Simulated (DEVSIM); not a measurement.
Device: In0.49Ga0.51P/GaAs n-p heterojunction, at 400 K.

```
layer (left to right)       material  thickness (μm)  Nd (cm⁻³)  Na (cm⁻³)  τn (s)  τp (s)
---------------------  -------------  --------------  ---------  ---------  ------  ------
1                      In0.49Ga0.51P            1.60       8e16          -  6.3e-8  6.3e-8
2                               GaAs           0.150          -     4.9e17  6.3e-8  6.3e-8
```

Left contact: ohmic. Right contact: ohmic. Voltage is applied to the left contact. Recombination: SRH at mid-gap, Auger. Mobility is μmin + (μ − μmin)/(1 + (N/Nref)^α).

Constants are typed, rounded textbook-type inputs, not results; the design itself was drawn at random and stands for no fabricated device. Values at 300 K; Nc and Nv go as T^1.5, mobilities as T to minus their exponent, the gap by Varshni's rule with the affinity fixed.

| parameter | In0.49Ga0.51P | GaAs |
|---|---|---|
| gap (eV) | 1.89 | 1.424 |
| affinity (eV) | 4 | 4.07 |
| permittivity | 11.8 | 12.9 |
| Nc (cm⁻³) | 9e17 | 4.7e17 |
| Nv (cm⁻³) | 1.3e19 | 9e18 |
| μn (cm²/Vs) | 1500 | 8500 |
| μp (cm²/Vs) | 80 | 400 |
| μn,min | 400 | 500 |
| μp,min | 15 | 20 |
| Nref,n | 2e16 | 6e16 |
| Nref,p | 1.5e17 | 1.5e17 |
| αn | 0.7 | 0.39 |
| αp | 0.8 | 0.38 |
| T exponent of μn | 1.66 | 2.1 |
| T exponent of μp | 2 | 2.2 |
| Cn (cm⁶/s) | 3e-30 | 1e-30 |
| Cp (cm⁶/s) | 3e-30 | 1e-30 |
| Varshni α (eV/K) | 0.0005 | 0.000541 |
| Varshni β (K) | 250 | 204 |

DEVSIM, 1D drift-diffusion, Boltzmann statistics, complete ionisation; no tunnelling, impact ionisation, image-force lowering or self-heating. Band offsets follow the typed affinities; no thermionic-emission limit at abrupt steps, no polarisation charge.

The doping Na of layer 2 was swept, all else fixed.

```json
[
 {"doping Na of layer 2 (cm^-3)": "1.5e16", "dark forward voltage at 100 A/cm² (V)": "0.787", "dark forward voltage at 1 A/cm² (V)": "0.606", "potential step across the device at zero bias (V)": "1.114", "largest field in the device at zero bias (V/cm)": "78000"},
 {"doping Na of layer 2 (cm^-3)": "4.9e16", "dark forward voltage at 100 A/cm² (V)": "0.862", "dark forward voltage at 1 A/cm² (V)": "0.692", "potential step across the device at zero bias (V)": "1.154", "largest field in the device at zero bias (V/cm)": "100000"},
 {"doping Na of layer 2 (cm^-3)": "1.5e17", "dark forward voltage at 100 A/cm² (V)": "0.920", "dark forward voltage at 1 A/cm² (V)": "0.755", "potential step across the device at zero bias (V)": "1.193", "largest field in the device at zero bias (V/cm)": "140000"},
 {"doping Na of layer 2 (cm^-3)": "4.9e17", "dark forward voltage at 100 A/cm² (V)": "0.975", "dark forward voltage at 1 A/cm² (V)": "0.810", "potential step across the device at zero bias (V)": "1.234", "largest field in the device at zero bias (V/cm)": "160000"},
 {"doping Na of layer 2 (cm^-3)": "1.5e18", "dark forward voltage at 100 A/cm² (V)": "1.024", "dark forward voltage at 1 A/cm² (V)": "0.860", "potential step across the device at zero bias (V)": "1.272", "largest field in the device at zero bias (V/cm)": "170000"},
 {"doping Na of layer 2 (cm^-3)": "4.9e18", "dark forward voltage at 100 A/cm² (V)": "1.074", "dark forward voltage at 1 A/cm² (V)": "0.910", "potential step across the device at zero bias (V)": "1.313", "largest field in the device at zero bias (V/cm)": "170000"}
]
```

From the first row to the last the dark forward voltage at 100 A/cm² goes from 0.787 to 1.074. From the first row to the last the dark forward voltage at 1 A/cm² goes from 0.606 to 0.910.
